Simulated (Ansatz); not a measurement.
# Si well of 9 atomic layers along [001] in random Si0.8Ge0.2, interfaces one step of a layer

Prepared with Tersoff's 1989 multicomponent potential (SiCGe.tersoff) run with LAMMPS: minimisation. Geometry as solved with PBE, support functions at accuracy medium on the grid of 370 eV in Ansatz (a program for electronic structure).

```xyz
648
Lattice="16.58 0.00 0.00 0.00 16.58 0.00 0.00 0.00 49.54" Properties=species:S:1:pos:R:3 pbc="T T T"
Si     0.01    -0.01    -0.01
Si     1.36     1.39     1.36
Si     2.72     2.75    -0.03
Ge     4.11     4.19     1.35
Si     2.71     0.03     2.75
Ge     4.10     1.40     4.17
Si     0.02     2.76     2.78
Si     1.40     4.13     4.15
Si    -0.04     0.04     5.58
Si     1.36     1.41     6.94
Si     2.73     2.80     5.59
Si     4.15     4.16     6.94
Si     2.77     0.04     8.28
Si     4.14     1.40     9.65
Si    -0.01     2.77     8.32
Si     1.37     4.17     9.67
Ge    -0.01     0.06    11.11
Si     1.38     1.41    12.54
Ge     2.77     2.78    11.09
Si     4.21     4.14    12.47
Si     2.74     0.03    13.91
Si     4.15     1.40    15.24
Si    -0.02     2.77    13.88
Si     1.36     4.12    15.27
Si     0.00     0.00    16.62
Si     1.38     1.38    17.98
Si     2.76     2.76    16.62
Si     4.14     4.15    17.98
Si     2.76    -0.01    19.34
Si     4.14     1.38    20.70
Si     0.00     2.77    19.34
Si     1.38     4.14    20.71
Si     0.00     0.00    22.06
Si     1.38     1.38    23.43
Si     2.76     2.76    22.07
Si     4.14     4.14    23.43
Si     2.76     0.00    24.79
Si     4.15     1.39    26.15
Si     0.00     2.76    24.79
Si     1.38     4.15    26.15
Si     0.00     0.00    27.51
Si     1.39     1.39    28.86
Si     2.77     2.77    27.50
Si     4.15     4.15    28.87
Si     2.78     0.03    30.22
Si     4.15     1.40    31.60
Si     0.01     2.76    30.22
Si     1.38     4.14    31.59
Si    -0.04     0.00    32.98
Ge     1.37     1.39    34.38
Si     2.77     2.79    32.95
Si     4.12     4.17    34.32
Si     2.76    -0.01    35.80
Si     4.12     1.37    37.16
Si    -0.02     2.80    35.78
Si     1.39     4.17    37.11
Si     0.02     0.00    38.50
Si     1.42     1.35    39.86
Si     2.75     2.77    38.49
Si     4.08     4.15    39.88
Si     2.77    -0.03    41.25
Si     4.10     1.35    42.66
Ge     0.05     2.73    41.28
Si     1.41     4.17    42.67
Si     0.02    -0.02    44.01
Si     1.39     1.37    45.38
Si     2.76     2.77    44.03
Si     4.13     4.15    45.40
Si     2.75    -0.01    46.76
Si     4.09     1.40    48.12
Ge     0.00     2.78    46.78
Si     1.39     4.18    48.19
Si     0.00     5.53     0.02
Si     1.38     6.91     1.40
Si     2.76     8.28     0.01
Si     4.17     9.63     1.36
Si     2.74     5.55     2.79
Si     4.15     6.91     4.15
Si     0.02     8.26     2.78
Si     1.39     9.62     4.15
Ge     0.00     5.51     5.55
Si     1.44     6.89     6.93
Si     2.77     8.26     5.52
Ge     4.15     9.66     6.94
Si     2.79     5.53     8.33
Si     4.15     6.90     9.72
Ge     0.04     8.24     8.36
Si     1.40     9.68     9.75
Si    -0.03     5.48    11.06
Ge     1.35     6.93    12.45
Si     2.79     8.31    11.08
Si     4.14     9.62    12.52
Ge     2.78     5.49    13.87
Si     4.19     6.89    15.25
Si    -0.03     8.33    13.87
Si     1.37     9.69    15.23
Si     0.00     5.52    16.61
Si     1.36     6.88    18.00
Ge     2.77     8.29    16.62
Si     4.17     9.70    18.02
Si     2.76     5.52    19.35
Si     4.15     6.91    20.70
Si     0.00     8.28    19.36
Si     1.38     9.67    20.71
Si     0.00     5.52    22.07
Si     1.39     6.91    23.42
Si     2.77     8.29    22.06
Si     4.15     9.68    23.43
Si     2.76     5.53    24.78
Si     4.15     6.91    26.14
Si     0.00     8.29    24.78
Si     1.38     9.67    26.14
Si     0.00     5.53    27.51
Si     1.39     6.91    28.86
Si     2.77     8.29    27.50
Si     4.14     9.67    28.86
Si     2.76     5.53    30.23
Si     4.14     6.91    31.59
Si     0.03     8.31    30.21
Si     1.39     9.67    31.61
Si     0.04     5.51    33.00
Si     1.42     6.90    34.34
Si     2.77     8.30    32.98
Si     4.14     9.68    34.36
Si     2.77     5.53    35.73
Si     4.11     6.95    37.10
Ge     0.01     8.30    35.73
Si     1.41     9.70    37.14
Si     0.04     5.57    38.47
Si     1.39     6.92    39.89
Si     2.76     8.31    38.51
Si     4.15     9.68    39.88
Si     2.76     5.54    41.27
Si     4.14     6.92    42.63
Si     0.03     8.30    41.27
Si     1.41     9.69    42.63
Si    -0.01     5.52    44.02
Ge     1.40     6.92    45.42
Si     2.79     8.31    43.99
Si     4.18     9.66    45.36
Si     2.79     5.51    46.82
Si     4.14     6.94    48.15
Si    -0.01     8.30    46.84
Si     1.37     9.66    48.20
Si     0.01    11.07    -0.02
Si     1.35    12.45     1.37
Si     2.73    13.80     0.00
Ge     4.12    15.18     1.42
Ge     2.77    11.04     2.76
Si     4.19    12.42     4.17
Si    -0.04    13.81     2.73
Ge     1.33    15.22     4.15
Ge     0.02    11.07     5.51
Si     1.37    12.43     6.97
Ge     2.78    13.81     5.58
Si     4.14    15.23     6.97
Si     2.71    11.04     8.33
Ge     4.12    12.41     9.72
Si    -0.03    13.80     8.31
Ge     1.39    15.20     9.68
Si    -0.02    11.04    11.08
Ge     1.38    12.43    12.49
Si     2.76    13.83    11.10
Ge     4.13    15.20    12.52
Si     2.79    11.03    13.88
Si     4.14    12.43    15.25
Si     0.02    13.85    13.90
Si     1.39    15.22    15.26
Si     0.02    11.04    16.64
Si     1.39    12.44    17.98
Si     2.77    13.82    16.60
Si     4.15    15.20    17.97
Si     2.77    11.07    19.36
Si     4.15    12.45    20.71
Si     0.00    13.82    19.34
Si     1.38    15.20    20.70
Si     0.00    11.06    22.06
Si     1.38    12.44    23.42
Si     2.76    13.83    22.07
Si     4.14    15.21    23.43
Si     2.76    11.06    24.78
Si     4.14    12.44    26.14
Si     0.00    13.82    24.78
Si     1.38    15.20    26.14
Si     0.00    11.05    27.50
Si     1.38    12.43    28.86
Si     2.76    13.82    27.51
Si     4.14    15.21    28.86
Si     2.76    11.05    30.24
Si     4.15    12.43    31.59
Si    -0.03    13.79    30.20
Ge     1.37    15.19    31.60
Si     0.00    11.05    32.97
Si     1.41    12.39    34.33
Si     2.77    13.77    32.97
Ge     4.14    15.19    34.37
Si     2.77    11.05    35.74
Si     4.14    12.42    37.12
Ge     0.02    13.82    35.72
Si     1.40    15.20    37.16
Si     0.03    11.06    38.51
Si     1.40    12.44    39.88
Si     2.78    13.81    38.50
Si     4.14    15.17    39.90
Si     2.78    11.06    41.25
Si     4.14    12.44    42.63
Si     0.03    13.82    41.26
Si     1.39    15.19    42.63
Si     0.05    11.07    44.00
Si     1.38    12.47    45.38
Si     2.77    13.82    44.00
Si     4.12    15.20    45.38
Ge     2.77    11.04    46.78
Si     4.14    12.42    48.22
Si     0.02    13.82    46.79
Si     1.39    15.20    48.16
Ge     5.53     0.03    -0.03
Si     6.91     1.40     1.40
Ge     8.32     2.77     0.02
Si     9.68     4.19     1.42
Ge     8.27     0.00     2.82
Si     9.69     1.38     4.20
Ge     5.55     2.81     2.78
Si     6.93     4.22     4.18
Ge     5.54    -0.02     5.58
Si     6.90     1.42     6.97
Ge     8.30     2.80     5.58
Si     9.70     4.18     6.99
Ge     8.32     0.02     8.34
Si     9.71     1.42     9.75
Si     5.52     2.80     8.32
Si     6.92     4.15     9.71
Ge     5.55     0.03    11.07
Si     6.94     1.41    12.49
Si     8.29     2.78    11.10
Si     9.64     4.14    12.49
Si     8.27    -0.03    13.83
Ge     9.67     1.37    15.23
Si     5.55     2.76    13.87
Si     6.90     4.15    15.24
Si     5.52     0.01    16.60
Si     6.90     1.38    17.98
Si     8.26     2.78    16.63
Si     9.64     4.13    18.01
Si     8.29     0.01    19.34
Si     9.67     1.38    20.71
Si     5.52     2.76    19.34
Si     6.90     4.14    20.71
Si     5.53     0.00    22.07
Si     6.91     1.39    23.42
Si     8.29     2.77    22.06
Si     9.67     4.14    23.42
Si     8.29     0.00    24.78
Si     9.67     1.38    26.14
Si     5.53     2.77    24.78
Si     6.91     4.15    26.14
Si     5.53     0.00    27.50
Si     6.91     1.39    28.86
Si     8.29     2.76    27.49
Si     9.67     4.14    28.85
Si     8.31     0.02    30.20
Si     9.66     1.41    31.57
Si     5.53     2.77    30.24
Si     6.90     4.15    31.61
Si     5.52     0.04    32.97
Si     6.93     1.38    34.32
Si     8.30     2.77    32.96
Si     9.70     4.13    34.32
Si     8.28    -0.02    35.69
Ge     9.71     1.36    37.08
Ge     5.51     2.75    35.72
Si     6.88     4.14    37.12
Si     5.48    -0.02    38.53
Si     6.87     1.31    39.90
Ge     8.23     2.73    38.51
Ge     9.66     4.14    39.93
Si     8.27    -0.02    41.28
Si     9.66     1.36    42.64
Ge     5.48     2.74    41.25
Ge     6.90     4.19    42.67
Si     5.50    -0.04    43.99
Ge     6.91     1.36    45.40
Si     8.32     2.76    44.01
Si     9.65     4.17    45.37
Si     8.32    -0.05    46.80
Si     9.67     1.36    48.14
Si     5.47     2.77    46.77
Ge     6.87     4.18    48.14
Si     5.52     5.61     0.00
Si     6.90     6.93     1.40
Si     8.22     8.30    -0.02
Ge     9.65     9.66     1.39
Si     8.30     5.56     2.78
Si     9.70     6.88     4.16
Si     5.52     8.29     2.77
Si     6.89     9.68     4.14
Si     5.51     5.54     5.55
Si     6.89     6.88     6.96
Ge     8.29     8.29     5.55
Si     9.68     9.69     6.96
Si     8.29     5.54     8.33
Si     9.65     6.94     9.69
Si     5.55     8.26     8.35
Si     6.94     9.64     9.70
Si     5.55     5.53    11.08
Si     6.92     6.90    12.46
Si     8.29     8.28    11.09
Si     9.65     9.64    12.48
Si     8.27     5.52    13.86
Si     9.63     6.92    15.21
Si     5.53     8.24    13.85
Ge     6.90     9.68    15.24
Si     5.54     5.52    16.63
Si     6.92     6.91    17.99
Si     8.31     8.28    16.63
Si     9.68     9.67    17.99
Si     8.29     5.53    19.36
Si     9.68     6.91    20.71
Si     5.54     8.29    19.35
Si     6.91     9.68    20.71
Si     5.52     5.53    22.07
Si     6.91     6.91    23.42
Si     8.30     8.30    22.07
Si     9.68     9.68    23.43
Si     8.29     5.53    24.78
Si     9.67     6.91    26.14
Si     5.53     8.29    24.78
Si     6.91     9.67    26.14
Si     5.52     5.53    27.50
Si     6.90     6.91    28.87
Si     8.29     8.28    27.50
Si     9.70     9.66    28.84
Si     8.27     5.50    30.21
Ge     9.69     6.90    31.59
Si     5.51     8.29    30.22
Si     6.85     9.68    31.60
Si     5.51     5.54    32.96
Si     6.84     6.91    34.36
Ge     8.26     8.33    33.01
Si     9.68     9.74    34.37
Ge     8.28     5.52    35.72
Si     9.63     6.95    37.13
Si     5.50     8.30    35.74
Si     6.90     9.67    37.12
Ge     5.50     5.55    38.51
Si     6.92     6.95    39.91
Si     8.27     8.31    38.51
Si     9.65     9.69    39.88
Si     8.29     5.60    41.28
Si     9.67     6.94    42.66
Si     5.52     8.30    41.27
Si     6.90     9.68    42.63
Si     5.48     5.57    44.06
Si     6.89     6.94    45.40
Si     8.27     8.30    44.02
Si     9.66     9.66    45.39
Si     8.27     5.54    46.72
Ge     9.67     6.92    48.15
Si     5.51     8.31    46.77
Si     6.88     9.68    48.15
Si     5.53    11.04     0.01
Si     6.89    12.42     1.40
Si     8.24    13.79     0.01
Ge     9.67    15.15     1.40
Si     8.27    11.07     2.79
Si     9.66    12.42     4.17
Si     5.55    13.79     2.81
Si     6.91    15.14     4.19
Si     5.56    11.06     5.53
Si     6.95    12.40     6.91
Si     8.31    13.80     5.56
Si     9.68    15.19     6.92
Si     8.29    11.05     8.33
Si     9.64    12.47     9.69
Ge     5.57    13.82     8.31
Si     6.96    15.19     9.74
Ge     5.56    11.01    11.14
Si     6.95    12.46    12.50
Si     8.31    13.82    11.11
Si     9.69    15.21    12.46
Si     8.30    11.05    13.83
Ge     9.69    12.46    15.23
Si     5.55    13.79    13.90
Si     6.90    15.21    15.24
Si     5.51    11.09    16.64
Si     6.91    12.46    17.98
Si     8.27    13.86    16.63
Si     9.67    15.21    18.00
Si     8.29    11.06    19.34
Si     9.67    12.44    20.71
Si     5.53    13.83    19.34
Si     6.91    15.21    20.70
Si     5.53    11.06    22.07
Si     6.91    12.44    23.43
Si     8.29    13.82    22.06
Si     9.67    15.20    23.42
Si     8.29    11.06    24.79
Si     9.68    12.44    26.15
Si     5.53    13.82    24.79
Si     6.91    15.21    26.14
Si     5.52    11.05    27.50
Si     6.89    12.46    28.83
Si     8.29    13.83    27.50
Si     9.68    15.21    28.86
Ge     8.29    11.07    30.23
Si     9.70    12.46    31.63
Si     5.50    13.80    30.20
Ge     6.91    15.20    31.59
Si     5.51    11.05    32.98
Si     6.90    12.41    34.35
Si     8.29    13.78    33.00
Si     9.63    15.18    34.35
Si     8.27    11.06    35.75
Si     9.64    12.41    37.15
Si     5.53    13.76    35.73
Ge     6.90    15.18    37.12
Si     5.53    11.05    38.50
Si     6.90    12.43    39.89
Si     8.30    13.79    38.53
Si     9.63    15.22    39.87
Si     8.27    11.05    41.26
Si     9.63    12.40    42.68
Si     5.52    13.80    41.26
Si     6.90    15.17    42.64
Si     5.53    11.06    43.99
Si     6.91    12.40    45.38
Si     8.27    13.81    44.03
Si     9.67    15.19    45.38
Si     8.26    11.01    46.75
Ge     9.65    12.41    48.14
Ge     5.52    13.80    46.79
Si     6.94    15.19    48.16
Ge    11.09     0.02     0.00
Si    12.50     1.40     1.40
Si    13.88     2.75     0.04
Si    15.23     4.14     1.41
Si    13.87     0.02     2.75
Si    15.21     1.40     4.16
Ge    11.09     2.78     2.81
Si    12.48     4.19     4.20
Si    11.03    -0.01     5.55
Ge    12.44     1.39     6.95
Si    13.84     2.78     5.53
Si    15.18     4.12     6.95
Si    13.83    -0.02     8.35
Si    15.18     1.42     9.69
Si    11.06     2.80     8.36
Si    12.46     4.13     9.72
Si    11.07     0.01    11.10
Si    12.44     1.38    12.47
Si    13.81     2.76    11.10
Si    15.21     4.13    12.47
Si    13.78     0.04    13.90
Si    15.21     1.37    15.25
Si    11.05     2.76    13.80
Ge    12.47     4.12    15.20
Si    11.06    -0.02    16.64
Si    12.44     1.37    17.99
Si    13.85     2.73    16.63
Si    15.20     4.14    17.98
Si    13.82     0.00    19.36
Si    15.21     1.39    20.71
Si    11.05     2.76    19.35
Si    12.44     4.14    20.71
Si    11.05     0.00    22.07
Si    12.44     1.38    23.43
Si    13.82     2.77    22.07
Si    15.20     4.15    23.43
Si    13.82     0.00    24.78
Si    15.20     1.38    26.14
Si    11.06     2.76    24.78
Si    12.44     4.15    26.15
Si    11.06     0.00    27.50
Si    12.44     1.38    28.87
Si    13.82     2.76    27.50
Si    15.20     4.14    28.86
Si    13.83    -0.01    30.22
Si    15.23     1.36    31.57
Si    11.05     2.77    30.22
Si    12.43     4.15    31.57
Ge    11.05    -0.01    32.97
Si    12.45     1.38    34.38
Ge    13.85     2.77    32.97
Si    15.24     4.17    34.38
Si    13.83     0.01    35.74
Si    15.21     1.37    37.12
Si    11.08     2.78    35.70
Si    12.47     4.13    37.06
Si    11.08    -0.03    38.53
Si    12.45     1.37    39.87
Si    13.79     2.73    38.45
Ge    15.22     4.13    39.82
Si    13.86     0.03    41.24
Si    15.21     1.36    42.67
Si    11.06     2.70    41.27
Ge    12.42     4.12    42.68
Si    11.03     0.02    44.04
Si    12.47     1.36    45.39
Si    13.85     2.74    44.05
Si    15.18     4.17    45.38
Si    13.87     0.02    46.75
Si    15.20     1.37    48.18
Ge    11.05     2.76    46.76
Ge    12.48     4.17    48.21
Si    11.06     5.55     0.06
Si    12.45     6.90     1.40
Si    13.80     8.26    -0.01
Ge    15.21     9.67     1.39
Si    13.83     5.52     2.77
Si    15.21     6.89     4.12
Si    11.05     8.24     2.77
Ge    12.39     9.68     4.16
Si    11.06     5.52     5.57
Si    12.40     6.87     6.97
Ge    13.80     8.23     5.56
Ge    15.19     9.68     6.97
Si    13.80     5.49     8.32
Si    15.18     6.84     9.70
Si    11.05     8.29     8.32
Si    12.42     9.66     9.68
Ge    11.05     5.53    11.09
Si    12.43     6.91    12.52
Ge    13.82     8.28    11.09
Si    15.21     9.70    12.48
Si    13.86     5.55    13.83
Si    15.22     6.91    15.23
Si    11.02     8.27    13.85
Ge    12.44     9.67    15.23
Ge    11.04     5.55    16.62
Si    12.46     6.93    18.01
Si    13.85     8.27    16.62
Si    15.22     9.66    17.99
Si    13.82     5.52    19.35
Si    15.20     6.90    20.71
Si    11.06     8.30    19.36
Si    12.44     9.68    20.71
Si    11.06     5.53    22.07
Si    12.44     6.91    23.43
Si    13.82     8.29    22.07
Si    15.20     9.67    23.42
Si    13.82     5.53    24.79
Si    15.21     6.91    26.14
Si    11.06     8.29    24.79
Si    12.45     9.67    26.14
Si    11.05     5.53    27.50
Si    12.45     6.91    28.85
Si    13.83     8.30    27.50
Si    15.20     9.68    28.87
Si    13.81     5.51    30.20
Ge    15.21     6.91    31.61
Si    11.09     8.31    30.21
Si    12.43     9.68    31.61
Si    11.09     5.50    32.98
Si    12.46     6.89    34.34
Si    13.80     8.31    32.99
Si    15.18     9.70    34.34
Si    13.85     5.54    35.73
Si    15.20     6.91    37.13
Ge    11.07     8.30    35.73
Si    12.48     9.70    37.12
Ge    11.07     5.53    38.45
Ge    12.44     7.00    39.88
Si    13.87     8.34    38.47
Si    15.27     9.65    39.86
Ge    13.85     5.56    41.28
Si    15.25     6.95    42.67
Si    11.01     8.34    41.29
Si    12.41     9.65    42.68
Si    11.03     5.56    44.04
Si    12.44     6.91    45.41
Si    13.80     8.27    44.02
Ge    15.20     9.69    45.41
Si    13.84     5.56    46.77
Si    15.21     6.90    48.18
Si    11.08     8.32    46.75
Si    12.45     9.66    48.16
Si    11.07    11.01    -0.02
Ge    12.46    12.42     1.37
Si    13.88    13.82    -0.01
Si    15.22    15.22     1.37
Si    13.83    11.07     2.80
Si    15.19    12.47     4.14
Si    11.05    13.77     2.80
Ge    12.45    15.21     4.15
Si    11.00    11.06     5.56
Ge    12.43    12.46     6.94
Si    13.86    13.84     5.55
Si    15.20    15.21     6.95
Si    13.80    11.06     8.37
Si    15.19    12.43     9.71
Si    11.03    13.86     8.34
Si    12.42    15.21     9.72
Ge    11.03    11.06    11.08
Si    12.44    12.46    12.47
Si    13.79    13.80    11.07
Ge    15.15    15.20    12.51
Si    13.82    11.07    13.81
Ge    15.20    12.44    15.26
Si    11.09    13.86    13.84
Si    12.43    15.22    15.25
Si    11.06    11.06    16.66
Si    12.44    12.45    18.00
Si    13.79    13.85    16.64
Si    15.20    15.21    17.99
Si    13.83    11.06    19.34
Si    15.21    12.44    20.70
Si    11.05    13.82    19.36
Si    12.44    15.20    20.71
Si    11.06    11.06    22.07
Si    12.44    12.44    23.43
Si    13.82    13.82    22.06
Si    15.20    15.20    23.42
Si    13.82    11.06    24.78
Si    15.20    12.44    26.14
Si    11.05    13.82    24.78
Si    12.44    15.20    26.14
Si    11.06    11.06    27.50
Si    12.44    12.43    28.87
Si    13.81    13.81    27.50
Si    15.20    15.20    28.85
Si    13.82    11.05    30.25
Si    15.21    12.43    31.60
Si    11.06    13.82    30.23
Si    12.47    15.18    31.58
Si    11.07    11.07    32.98
Si    12.47    12.43    34.34
Si    13.83    13.81    32.97
Si    15.17    15.21    34.34
Si    13.83    11.07    35.73
Si    15.23    12.40    37.11
Ge    11.05    13.81    35.75
Si    12.45    15.24    37.12
Si    11.03    11.01    38.47
Ge    12.42    12.41    39.85
Ge    13.87    13.84    38.48
Si    15.25    15.23    39.91
Ge    13.86    11.01    41.29
Si    15.27    12.44    42.64
Ge    10.99    13.81    41.27
Ge    12.45    15.24    42.64
Si    11.04    11.04    44.03
Si    12.41    12.40    45.42
Ge    13.87    13.80    44.06
Si    15.26    15.23    45.43
Si    13.80    11.08    46.82
Si    15.23    12.44    48.16
Si    11.04    13.81    46.73
Ge    12.49    15.17    48.11
```
